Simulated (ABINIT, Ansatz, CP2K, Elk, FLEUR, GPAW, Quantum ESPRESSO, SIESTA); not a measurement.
Code comparison for CaTiS2 (P-3m1, 4 atoms in the cell)

Self-consistent single point, at a second geometry (lattice scaled by 0.98). First geometry:

```yaml
crystal:
  lattice:
    - [3.64514, 0.00000, 0.00000]
    - [-1.82257, 3.15678, 0.00000]
    - [0.00000, 0.00000, 6.54150]
  atoms:
    - { symbol: Ca, position: [0.00000, 0.00000, 0.50000] }
    - { symbol: Ti, position: [0.00000, 0.00000, 0.00000] }
    - { symbol: S, position: [0.33333, 0.66667, 0.78034] }
    - { symbol: S, position: [0.66667, 0.33333, 0.21966] }
```

Shared settings, as Ansatz (an electronic-structure program) writes them: kpoints.mp_grid.grid = 7 7 4; scf.occupations.method = fermi_dirac; scf.occupations.width = 0.1 eV. Potentials and cutoffs stand in the table.

| code | model | ΔF from the first geometry (meV/atom) | pressure (GPa) | largest force (eV/Å) | cutoff |
|---|---|---|---|---|---|
| GPAW | PBEsol, GPAW PAW datasets PBEsol (made by gpaw-setup) | -2.3 | 2.55 | 0.031 | 850 eV |
| Ansatz | PBEsol, PAW files made with PBE | -6.2 | 1.99 | 0.037 | 420 eV |
| ABINIT | PBEsol, PAW (JTH v2.0 PBE PAW, files made for PBE) | -5.2 | 2.11 | 0.059 | 30 Ha |
| FLEUR | PBEsol, all-electron FLAPW (FLEUR), scalar-relativistic valence | -3.8 | – | – | Kmax 4.5 1/bohr |
| CP2K | PBEsol, GPW, DZVP-MOLOPT-SR-GTH basis, GTH-PBE potentials (GTH_POTENTIALS) | -1.9 | 2.75 | 0.110 | grid 600 Ry |
| Quantum ESPRESSO | PBEsol, SSSP 1.1.2 efficiency (PBE) pseudopotentials | -5.8 | 2.07 | 0.030 | 50 Ry |
| Elk | PBEsol, all-electron FP-LAPW, Elk's shipped species files, APW+lo basis with extra local orbitals | -3.4 | – | – | rgkmax 8 |
| SIESTA | GGA PBEsol, numerical atomic orbitals TZP, PseudoDojo PBEsol standard norm-conserving potentials (rewritten from UPF to PSML) | 37.1 | 9.00 | 0.528 | grid 300 Ry |

A dash marks a value that a program does not give, or that is left out as unsure.

On Ansatz's run: spin polarisation is off, so a magnetic state, if there is one, cannot be reached.

The spread over the programs that give each value: ΔF from the first geometry within 43.3 meV/atom; pressure within 7.01 GPa; largest force within 0.498 eV/Å.

CP2K and SIESTA use small atom-centred bases, whose incompleteness enters pressures, forces and empty levels differently from a plane-wave cutoff. FLEUR and Elk treat all electrons, but the usual bases taken here (sphere radii, linearisation, local orbitals, empty states) were not tested for convergence, so the values are no reference for the others. Ansatz's pressure is given at a fixed set of plane waves, as the other plane-wave codes print theirs. In the pressure, SIESTA (by 6.91) lies more than 1 GPa from the median of the plane-wave programs. In the force vectors, CP2K (by 0.144) and SIESTA (by 0.562) lie more than 0.08 eV/Å from the median of the plane-wave programs.

The starting cell comes from a database of computed structures (which also holds hypothetical and non-ambient phases and stackings), without a prior relaxation at this level. For this run, on top of that: lattice scaled by 0.98.

Keys are those of Ansatz 0.2.
